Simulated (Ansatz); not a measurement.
Functionals compared on the (100) surface of rock-salt TiC, Zr on all Ti sites of the top plane (bottom of the slab: a bare face, its two planes held), in Ansatz (plane waves, PAW). The structure was relaxed with PBE; the other rows are single points on it. Cutoff 420 eV (500 eV for r2SCAN).

Model: 12-atom slab, 10.9 Å thick at the start with caps and adatoms (thin: gaps and levels are the slab's own), 12x12x1 mesh, Fermi-Dirac 0.1 eV, dipole correction, 4 atoms held, the rest relaxed; held to the start's symmetry, so lower structures may exist; no spin, no spin-orbit, no U. In PBE it is, or lies within 0.01 eV a 1x1 cell of, the lowest of the 2 structures of its composition computed so far; subsurface sites and larger cells were not tried. These notes are the PBE run's.

```
functional  work function of the top face (eV)  rough cost of the single point
----------  ----------------------------------  ------------------------------
PBE                                       3.71                               –
RPBE                                         ?    very roughly 30 core-seconds
r2SCAN                                    3.75         roughly 50 core-seconds
```

Question: Complete the blanks.

Answer: 
- RPBE, work function of the top face (eV): 3.55

Ansatz is an electronic-structure program.
